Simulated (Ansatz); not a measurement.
The reference is HfO₂ in the fluorite structure (space group Fm-3m, No. 225; a = 5.098 Å).

Computed with PBE (Ansatz, an electronic-structure program), no SOC.

For the base:

| Property | Value |
|---|---|
| Width of the top valence band | 1.82 eV |
| Electron mass | 1.2 mₑ along k, 0.74 mₑ across (at X) |

Now apply this change: the cell is scaled by 1.0200 in all directions; the atoms relax in the strained cell.

Q: Estimate the effect on the energy relative to the base.

A: The energy rises by 29 meV/atom.

Q: What does the calculation give for the width of the top valence band after the change?

A: The width of the top valence band shrinks by 0.07 eV to 1.75 eV.

Q: What does the calculation give for the electron mass after the change?

A: The electron mass goes from 1.2 mₑ along k, 0.74 mₑ across (at X) to 1.3 mₑ along k, 0.77 mₑ across (at X).

Spin-orbit coupling, missing from the scalar runs, can matter with Hf. The levels and masses belong to the bands next to the band gap. Effective masses come from finite differences of ±0.01 Å⁻¹. Along k means along the line from Γ to the band edge. No phonon test of stability was made. This is not the structure that HfO2 has at room temperature and ambient pressure.
